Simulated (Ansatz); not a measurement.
Consider O vacancy in beta Ga2O3, charge state +2. Calculation: PBE, PAW (plane waves to 420 eV; Ansatz, an electronic-structure program).

Cell of 120 host sites held at the relaxed PBE lattice; the Γ point alone; Fermi-Dirac width 0.01 eV, spin-restricted; finite-size errors left in. No zero-point or tunnelling terms. The charge state is imposed; whether it is stable for some Fermi level was not computed. Forms of the defect that were not tried may lie lower. The start lies 0.15 eV above the lowest site run (PBE).

Barriers: single points on a 2×2×2 k-point mesh shifted by half a step at the bands' geometries (they differ from the bands' own by up to 0.05 eV, and are uncertain by about as much).

The step: a nearby O atom hops onto the vacant site (strongly reconstructed ends). Atoms about the jump, Cartesian Å from the middle of the jump, before and after:

```
atom     x0     y0     z0     x1     y1     z1
----  -----  -----  -----  -----  -----  -----
O1     0.76   0.72   0.88  -0.76  -0.72  -0.88
Ga2   -1.17   0.95   0.46  -1.33   0.77   0.20
Ga3    2.18   0.77  -0.40   3.03   0.77  -0.90
Ga4   -1.61  -0.77  -3.65  -1.22  -0.77  -2.71
O5    -1.30  -0.77   1.53  -1.20  -0.68   1.68
O6     1.66   0.75  -2.18   1.79   0.77  -2.22
Ga7   -1.17  -2.48   0.46  -1.11  -2.31   0.24
O8    -0.76   2.29  -0.88  -0.76   2.27  -0.88
O9     0.76  -2.26   0.88   0.79  -2.28   0.99
Ga10   2.18  -2.31  -0.40   2.14  -2.30  -0.35
O11    3.17  -0.77  -0.08   3.16  -0.79   0.04
O12    1.66  -2.29  -2.18   1.69  -2.29  -2.14
Ga13   0.72  -0.77   2.33   0.61  -0.91   2.53
O14   -3.00   0.77  -0.11  -3.18   0.77  -0.09
O15   -2.27   0.76  -2.92  -2.23   0.77  -2.97
O16   -1.27   2.36   1.76  -1.20   2.23   1.68
Ga17  -1.22   2.29  -2.69  -1.22   2.31  -2.71
```

Question: Where do these atoms stand at the saddle point, and how high is it?

Answer: 
```
atom      x      y      z
----  -----  -----  -----
O1     0.07  -0.15  -0.56
Ga2   -1.23   0.93   0.24
Ga3    1.93   0.59  -0.63
Ga4   -1.15  -0.65  -2.86
O5    -1.24  -0.78   1.69
O6     1.78   0.78  -2.43
Ga7   -1.14  -2.37   0.48
O8    -0.74   2.45  -0.90
O9     0.79  -2.35   1.04
Ga10   2.11  -2.37  -0.37
O11    3.04  -0.79  -0.08
O12    1.66  -2.29  -2.17
Ga13   0.62  -0.93   2.53
O14   -3.07   0.80  -0.10
O15   -2.18   0.85  -2.88
O16   -1.20   2.24   1.70
Ga17  -1.18   2.43  -2.72
```
It lies 1.54 eV above the start and 1.69 eV above the end. The saddle point's order was not checked.
